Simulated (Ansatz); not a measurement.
Several settings converged on a (001) slab of PbO (cut from a parent of space group no. 129; 8 atoms in the cell)

```yaml
crystal:
  lattice:
    - [3.99194, 0.00000, 0.00000]
    - [0.00000, 3.99194, 0.00000]
    - [0.00000, 0.00000, 21.40152]
  atoms:
    - { symbol: Pb, position: [0.50000, 0.00000, 0.32708] }
    - { symbol: Pb, position: [0.00000, 0.50000, 0.43766] }
    - { symbol: O, position: [0.50000, 0.50000, 0.38237] }
    - { symbol: O, position: [0.00000, 0.00000, 0.38237] }
    - { symbol: Pb, position: [0.50000, 0.00000, 0.56234] }
    - { symbol: Pb, position: [0.00000, 0.50000, 0.67292] }
    - { symbol: O, position: [0.50000, 0.50000, 0.61763] }
    - { symbol: O, position: [0.00000, 0.00000, 0.61763] }
```

Base method: PBE, PAW files (plane waves; Ansatz, a program for electronic structure).

Base settings: basis.ecutwfc = 420 eV; kpoints.mp_grid.grid = 6 6 1; hamiltonian.xc = pbe; hamiltonian.pseudopotentials = {kind: paw} (the program's default PAW files); scf.occupations.method = fermi_dirac; scf.occupations.width = 0.02 eV.

The count of work is k-points × plane waves × bands × iterations; it is no time. 

**The vacuum**

The mesh stays at the base's, so the ladder's end is converged at best in this setting alone.

Only quantities that move along the ladder and can be compared are tabulated.

| vacuum between outermost atoms (Å) | free energy less the last step's (meV/atom) | largest difference of a force vector from the last step's (eV/Å) | gap on the mesh (eV) | count of work / last |
|---|---|---|---|---|
| 3.0 | -5.88 | 0.093 | 1.425 | 0.23 |
| 4.0 | -4.77 | 0.008 | 1.769 | 0.25 |
| 5.0 | -1.77 | 0.006 | 1.879 | 0.27 |
| 6.0 | -0.58 | 0.002 | 1.987 | 0.33 |
| 7.0 | -0.19 | 0.000 | 2.021 | 0.35 |
| 8.0 | -0.05 | 0.000 | 2.032 | 0.38 |
| 10.0 | 0.01 | 0.000 | 2.036 | 0.42 |
| 12.0 | -0.01 | 0.000 | 2.037 | 0.47 |
| 14.0 | 0.00 | 0.000 | 2.037 | 0.57 |
| 17.0 | 0.00 | 0.000 | 2.037 | 0.65 |
| 20.0 | 0.00 | 0.000 | 2.037 | 0.73 |
| 25.0 | 0.00 | 0.000 | 2.037 | 0.87 |
| 30.0 | 0.00 | 0.000 | 2.037 | 1.0 |

Smallest vacuum between outermost atoms (Å) that holds the free energy within 1 meV/atom of the last step, with all finer ones: 6.0, at 0.33 of the last step's count of work; the step before is off by 1.8 meV/atom.

Smallest vacuum between outermost atoms (Å) that holds the forces within 0.02 eV/Å of the last step, with all finer ones: 4.0, at 0.25 of the last step's count of work; the step before is off by 0.093 eV/Å.

Smallest vacuum between outermost atoms (Å) that holds the gap on the mesh within 0.01 eV of the last step, with all finer ones: 8.0, at 0.38 of the last step's count of work; the step before is off by 0.016 eV.

**The plane-wave cutoff**

The mesh stays at the base's, so the ladder's end is converged at best in this setting alone.

Only quantities that move along the ladder and can be compared are tabulated.

| basis.ecutwfc | free energy less the last step's (meV/atom) | largest difference of a force vector from the last step's (eV/Å) | gap on the mesh (eV) | count of work / last |
|---|---|---|---|---|
| 210 eV | 3735.01 | 1.115 | 2.052 | 0.12 |
| 250 eV | 1029.22 | 0.324 | 2.037 | 0.15 |
| 295 eV | 233.44 | 0.044 | 2.013 | 0.19 |
| 355 eV | 26.76 | 0.009 | 2.035 | 0.28 |
| 420 eV | 2.51 | 0.002 | 2.037 | 0.36 |
| 505 eV | 0.63 | 0.001 | 2.037 | 0.47 |
| 630 eV | 0.23 | 0.000 | 2.037 | 0.65 |
| 840 eV | 0.00 | 0.000 | 2.037 | 1.0 |

Coarsest basis.ecutwfc that holds the gap on the mesh within 0.01 eV of the last step, with all finer ones: 355 eV, at 0.28 of the last step's count of work; the step before is off by 0.024 eV.

Coarsest basis.ecutwfc that holds the forces within 0.01 eV/Å of the last step, with all finer ones: 355 eV, at 0.28 of the last step's count of work; the step before is off by 0.044 eV/Å.

Coarsest basis.ecutwfc that holds the free energy within 1 meV/atom of the last step, with all finer ones: 505 eV; the step before is off by 2.5 meV/atom.

On the base run: the starting cell has typed, rounded lattice constants, without a prior relaxation at this level. The slab is cut from that crystal, and its faces are unrelaxed. Its lattice was rescaled by up to half a per cent. Spin-orbit coupling is off. Spin polarisation is off, though cut faces can carry moments; a gap of a slab can lie between surface states.

Left out of this page: 1 run of the series outside the window shown, repeating another row's setting, or not comparable.

Keys are those of Ansatz 0.2.
